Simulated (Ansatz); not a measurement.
Take WS2 (space group P6_3/mmc, No. 194; a = 3.154 Å, c = 12.141 Å; layered, stacked along the Cartesian z axis) as the base. Axes: x lies along a and z along c of the hexagonal cell.

Calculations: Kohn–Sham DFT with the PBE-D3(BJ) functional, run in Ansatz (a program for electronic structure) with PAW and 420 eV plane waves, spin-orbit coupling left out.

Strains are applied to the cell and any free atomic positions relax; under biaxial strain the out-of-plane vector relaxes too.

One change was made to it. Results:

The band gap grows by 0.07 eV (0.88 eV → 0.95 eV); the shortest interatomic distance shrinks by 0.017 Å (2.407 Å → 2.390 Å); the valence-band top at Γ (three highest levels, from the VBM) goes from 0.00, -1.30, -1.42 eV to 0.00, -1.47, -1.52 eV.

Question: What was done to the base?
A. biaxial strain −3.00 %, plane normal [001], relaxed out of plane
B. biaxial strain −1.20 %, plane normal [001], relaxed out of plane
C. biaxial strain −0.60 %, plane normal [001], relaxed out of plane

Answer: A, biaxial strain −3.00 %, plane normal [001], relaxed out of plane. For comparison, the band gap in the other runs: biaxial strain −0.60 %, plane normal [001], relaxed out of plane gives 0.90 eV; biaxial strain −1.20 %, plane normal [001], relaxed out of plane gives 0.91 eV.

With W present, leaving out spin-orbit coupling can change the band edges. Stability against distortions was not tested.
